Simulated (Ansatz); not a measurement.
O on the 1x1 (110) surface of bcc W, one in a 1x1 cell, energies for each (7.2 Å²). Energies are against ½ O2(g), without zero-point or thermal terms; each row is named by its start.

Level of theory: PBE (plane waves to 420 eV, PAW; Ansatz, a first-principles code).

Task: Which site binds most strongly?
A) top W
B) bridge W-W (span 3.2 Å)
C) hollow W-W-W
D) bridge W-W (span 2.8 Å)

Result: C, hollow W-W-W. Adsorption energies: hollow W-W-W -3.88 eV; bridge W-W (span 3.2 Å) -3.10 eV; bridge W-W (span 2.8 Å) -3.02 eV; top W -2.41 eV.
